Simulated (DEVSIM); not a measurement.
Structure: abrupt Si n-p junction, at 350 K.

Layer 1 from the left is Si, thickness (μm) 2.30, Nd (cm⁻³) 5.4e16, τn (s) 7.6e-7, τp (s) 7.6e-7. Layer 2 from the left is Si, thickness (μm) 280, Na (cm⁻³) 9.8e16, τn (s) 7.6e-7, τp (s) 7.6e-7.

Left contact: ohmic. Right contact: ohmic. Voltage is applied to the left contact. Recombination: SRH at mid-gap, Auger. Mobility is μmin + (μ − μmin)/(1 + (N/Nref)^α).

The device is made up for the run: typed textbook-type constants, with dimensions and the other settings drawn at random. Values at 300 K; Nc and Nv go as T^1.5, mobilities as T to minus their exponent, the gap by Varshni's rule with the affinity fixed.

Si: gap (eV) 1.124, affinity (eV) 4.05, permittivity 11.7, Nc (cm⁻³) 2.86e19, Nv (cm⁻³) 3.1e19, μn (cm²/Vs) 1417, μp (cm²/Vs) 470, μn,min 52, μp,min 45, Nref,n 9.7e16, Nref,p 2.2e17, αn 0.68, αp 0.72, T exponent of μn 2.3, T exponent of μp 2.2, Cn (cm⁶/s) 2.8e-31, Cp (cm⁶/s) 9.9e-32, Varshni α (eV/K) 0.000473, Varshni β (K) 636.

Q: Estimate by hand the built-in potential, the peak field at zero bias, the capacitance at 0.6 V, and compare with a numerical solution.

A: 
- Built-in potential: ni = √(Nc Nv) exp(−Eg/2kT) = 3.78e11 cm⁻³ with Eg = 1.111 eV; Vbi = kT/q ln(Na Nd/ni²) = 0.734 V; numerical 0.734 V.
- Peak field at zero bias: depletion approximation: W = √(2εVbi/(qN)) = 0.165 μm with N = 3.48e16 cm⁻³; field = 2Vbi/W = 88900 V/cm; numerical 85200 V/cm (estimate above by 4.4 %).
- Capacitance at 0.6 V: C = √(qεN / 2(Vbi + |V|)) = 46.5 nF/cm²; numerical 47.6 nF/cm² (estimate below by 2.3 %).

Simulated with DEVSIM: 1D drift-diffusion, Boltzmann statistics, complete ionisation; no tunnelling, impact ionisation, image-force lowering or self-heating.
